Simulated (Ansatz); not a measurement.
Defect: interstitial H in crystalline InGaZnO4 (ordered Ga and Zn layers), charge state +1. All values below come from PBE, PAW (plane waves to 420 eV; Ansatz, a program for electronic structure).

Cell of 189 host sites held at the relaxed PBE lattice; one k-point at (0.167, 0.250, 0.250); Fermi-Dirac width 0.01 eV, spin-restricted; finite-size errors left in. Energies are static. The charge state is imposed; whether it is stable for some Fermi level was not computed. Sites that were not tried may lie lower.

Barriers: single points on a 2×2×2 k-point mesh shifted by half a step along c at the bands' geometries.

The step: several atoms move together, H the farthest; the atom moves 1.08 Å along (-0.32, 0.00, 0.00) of the unit cell; the moving atom starts with neighbours O at 0.98 Å and ends with O at 0.98 Å.

Give the migration barrier of this step at the level PBE, PAW.

57 kJ/mol, the same both ways. At the saddle the moving atom has neighbours In at 2.13; 2 O at 1.27 Å. The saddle point's order was not checked.
